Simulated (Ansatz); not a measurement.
**A computed series for BN: response to strain**

The parent structure is BN in the zinc blende structure (space group F-43m, No. 216).

```
BN
1.0
    0.00000     1.80487     1.80487
    1.80487     0.00000     1.80487
    1.80487     1.80487     0.00000
N B
1 1
Direct
  0.75000   0.75000   0.75000
  0.00000   0.00000   0.00000
```

Cartesian axes are those of the cell as printed.

Strains are applied to the cell and any free atomic positions relax; under biaxial strain the out-of-plane vector relaxes too.

Calculations: r2SCAN (Ansatz, a first-principles code; PAW; 500 eV plane waves; no spin-orbit coupling).

Notes on the quantities. pressure: mean of the normal stresses, compression positive; energy relative to the base: free energy F.

```csv
change,pressure,energy relative to the base,shortest interatomic distance
base,0.00 GPa,0 meV/atom,1.563 Å
"biaxial strain +2.11 %, plane normal [001], relaxed out of plane",-12.04 GPa,+14 meV/atom,1.580 Å
"biaxial strain −2.72 %, plane normal [110], relaxed out of plane",21.15 GPa,+30 meV/atom,1.523 Å
"biaxial strain +2.31 %, plane normal [110], relaxed out of plane",-14.67 GPa,+20 meV/atom,1.570 Å
isotropic strain −5.31 %,86.14 GPa,+0.210 eV/atom,1.480 Å
isotropic strain −2.65 %,36.54 GPa,+49 meV/atom,1.522 Å
isotropic strain −1.87 %,24.60 GPa,+24 meV/atom,1.534 Å
isotropic strain −1.26 %,15.98 GPa,+11 meV/atom,1.543 Å
uniaxial strain ε_xx = −0.67 %,2.67 GPa,+0.7 meV/atom,1.560 Å
tensor shear ε_xy = +0.82 %,0.12 GPa,+2.3 meV/atom,1.555 Å
```

A biaxial case was relaxed in a doubled cell and then solved in the primitive one. No phonon test of stability was made.
